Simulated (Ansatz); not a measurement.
Start from HgSe in the zinc blende structure (space group F-43m, No. 216; a = 6.260 Å). Axes: x, y, z lie along the cube axes.

All numbers come from plane-wave PAW DFT at the PBE level (Ansatz, a program for electronic structure, 420 eV), no SOC.

One thing is altered: an isotropic linear strain of +2.00 %; the atoms relax in the strained cell.

Task: Predict the stress tensor and what it implies for the stiffness.

Result: Stress of the strained cell less that of the base (GPa, compression positive):
```
   -2.2     0.0     0.0
    0.0    -2.2     0.0
    0.0     0.0    -2.2
```

Then B = −ΔP/(ΔV/V₀) with ΔV/V₀ = 0.0612 gives secant stiffness values (nonlinear terms included at this strain): B ≈ 36 GPa.

As a check, the harmonic strain energy −½ V₀ Δσ:ε is 12 meV/atom; the computed energy rise is 14 meV/atom.

Whether these cells are dynamically stable was not tested. The final runs are not spin-polarised.
